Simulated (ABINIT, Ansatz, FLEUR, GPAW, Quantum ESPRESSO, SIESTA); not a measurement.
## AlCo3 (P6_3/mmc, 8 atoms in the cell) computed with different codes at matched settings

Self-consistent single point.

```
CELL_PARAMETERS angstrom
      5.18853     0.00000     0.00000
     -2.59427     4.49340     0.00000
      0.00000     0.00000     4.17758
ATOMIC_POSITIONS crystal
  Al 0.66667 0.33333 0.25000
  Al 0.33333 0.66667 0.75000
  Co 0.16488 0.32976 0.25000
  Co 0.83512 0.67024 0.75000
  Co 0.83512 0.16488 0.75000
  Co 0.16488 0.83512 0.25000
  Co 0.67024 0.83512 0.25000
  Co 0.32976 0.16488 0.75000
```
Moments meant for the start (each program seeds them in its own way; μB, in the order of the atoms Al Al Co Co Co Co Co Co): 0.0 0.0 3.0 3.0 3.0 3.0 3.0 3.0.

All programs got the same cell, k-point mesh and kind of occupations, and the same starting moments (in Ansatz's words: kpoints.mp_grid.grid = 5 5 5; magnetization.spin_polarized = true; scf.occupations.method = gaussian; scf.occupations.width = 0.05 eV); potentials, basis and cutoffs are each program's usual ones.

```tsv
code	model	pressure (GPa)	largest force (eV/Å)	size of the net moment (μB/atom)	k-points	cutoff
GPAW	LDA (Perdew-Wang 92), GPAW PAW datasets LDA (gpaw-data 1.0.1)	-23.29	0.064	0.93	15	800 eV
Ansatz	LDA (PW92), PAW files made with PBE	-23.95	0.072	0.93	15	420 eV
SIESTA	LDA PW92, numerical atomic orbitals DZP, PseudoDojo LDA standard norm-conserving potentials (rewritten from UPF to PSML)	-25.01	0.170	0.91	63	grid 400 Ry
Quantum ESPRESSO	LDA (PZ), PSlibrary ultrasoft (LDA) pseudopotentials	-24.03	0.071	0.93	15	55 Ry
ABINIT	LDA (PW92), norm-conserving pseudopotentials (PseudoDojo nc-sr-04 LDA standard)	-24.25	0.067	0.92	15	48 Ha
FLEUR	LDA (Perdew-Zunger), all-electron FLAPW (FLEUR), scalar-relativistic valence	–	–	0.91	15	Kmax 3.6 1/bohr
```

A dash marks a value that a program does not give, or that is left out as unsure.

The spread over the programs that give each value: pressure within 1.72 GPa; largest force within 0.106 eV/Å; size of the net moment within 0.02 μB/atom.

The starting cell comes from a database of computed structures (which also holds hypothetical and non-ambient phases and stackings), without a prior relaxation at this level. Its lattice was rescaled by a random factor within 2.5 % of one. On Ansatz's run: The magnetic order is the one reached from the typed start; others were not searched systematically. In the base run, with a pressure of about -24 GPa the cell is away from its equilibrium volume at this level.

Q: Why do the programs differ, and what cannot be compared?

A: Differences of this kind can come from the potentials, where these differ, and from what each basis and cutoff leave unconverged. The valence holds different numbers of electrons (GPAW 60, Ansatz (an electronic-structure program) 108, SIESTA 108, Quantum ESPRESSO 60, ABINIT 108, FLEUR 96). The zero of total energies and Fermi levels follows the potentials and each program's conventions, so they are not compared here. SIESTA uses small atom-centred bases, whose incompleteness enters pressures, forces and empty levels differently from a plane-wave cutoff. FLEUR treats all electrons, but the usual bases taken here (sphere radii, linearisation, local orbitals, empty states) were not tested for convergence, so the values are no reference for the others. Ansatz's pressure is given at a fixed set of plane waves, as the other plane-wave codes print theirs; with its correction for the finite basis it is -23.88 GPa. The same LDA comes in different parametrisations, which differ slightly. Site moments depend on each program's spheres or projections; the total moment of the cell does not. The programs reduce the same mesh by symmetry to different extents, which changes the work and not the result. In the pressure, SIESTA (by 1.02) lies more than 1 GPa from the median of the plane-wave programs. In the force vectors, SIESTA (by 0.101) lies more than 0.08 eV/Å from the median of the plane-wave programs.

Left out of this page: Elk (unsound by tests on forces, stress, charge or solver warnings).

Keys are those of Ansatz 0.2.
